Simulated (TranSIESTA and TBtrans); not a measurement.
Junction: Ge chain with one bond stretched by 0.6 Å. Leads: straight Ge chain, spacing 2.544 Å. Geometry: as built, not relaxed. Transport runs along z; the first 6 and the last 6 of the 18 atoms are the lead cells, repeated to infinity.

```xyz
18
Lattice="9.000 0.000 0.000 0.000 9.000 0.000 0.000 0.000 46.392" Properties=species:S:1:pos:R:3 pbc="F F T"
Ge     4.500     4.500     0.000
Ge     4.500     4.500     2.544
Ge     4.500     4.500     5.088
Ge     4.500     4.500     7.632
Ge     4.500     4.500    10.176
Ge     4.500     4.500    12.720
Ge     4.500     4.500    15.264
Ge     4.500     4.500    17.808
Ge     4.500     4.500    20.352
Ge     4.500     4.500    23.496
Ge     4.500     4.500    26.040
Ge     4.500     4.500    28.584
Ge     4.500     4.500    31.128
Ge     4.500     4.500    33.672
Ge     4.500     4.500    36.216
Ge     4.500     4.500    38.760
Ge     4.500     4.500    41.304
Ge     4.500     4.500    43.848
```

Run with TranSIESTA and TBtrans (open boundaries, self-consistent; PseudoDojo norm-conserving potentials, scalar-relativistic): PAO.BasisSize DZP, PAO.EnergyShift 0.15 eV, XC.Authors PBE, Mesh.Cutoff 200 Ry, ElectronicTemperature 300 K, TS.Voltage 0.0 eV, TBT.Elecs.Eta 0.001 eV, no spin polarisation.

Energies count from the leads' Fermi level. Transmissions are for one spin of a degenerate pair. The energy step is 0.01 eV; narrower resonances are cut or missed.

```tsv
E (eV)	T
-0.20	2.21
-0.15	2.25
-0.10	2.28
-0.05	2.29
0.00	2.29
0.05	2.29
0.10	2.27
0.15	2.25
0.20	2.23
```

Q: Give the zero-bias conductance in μS and the resistance at 300 K.

A: At the Fermi level T = 2.29. Averaged with −∂f/∂E over the full grid (kT = 25.9 meV) it is 2.29. With G0 = 2e²/h = 77.48 μS, G = 177 μS and R = 1/G = 5.65 kΩ.

Q: The eigenchannels at the Fermi level transmit 0.821, 0.736, 0.736. What Fano factor of the shot noise follows at low temperature and bias?

A: F = Σ τ(1 − τ)/Σ τ = 0.536/2.29 = 0.23.

The straight chain is held at its spacing; free chains may zigzag or dimerise. No spin-polarised start was tried, so a magnetic state, if there is one, is missed.
